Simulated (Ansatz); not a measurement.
Base system: Ag in the fcc (Cu type) structure (space group Fm-3m, No. 225; a = 4.105 Å; relaxed with 0.1 eV smearing). Axes: x, y, z lie along the cube axes.

Computed with plane-wave PAW DFT at the r2SCAN level (Ansatz, a program for electronic structure, 500 eV), no SOC, earlier PAW set.

It is then changed as follows: biaxial strain −3.62 %, plane normal [111], relaxed out of plane (Cartesian); in-plane vectors clamped, the third vector and the atoms free.

Question: How does this affect the out-of-plane strain?

Answer: The out-of-plane strain is +3.24 %.

Stability against distortions was not tested.
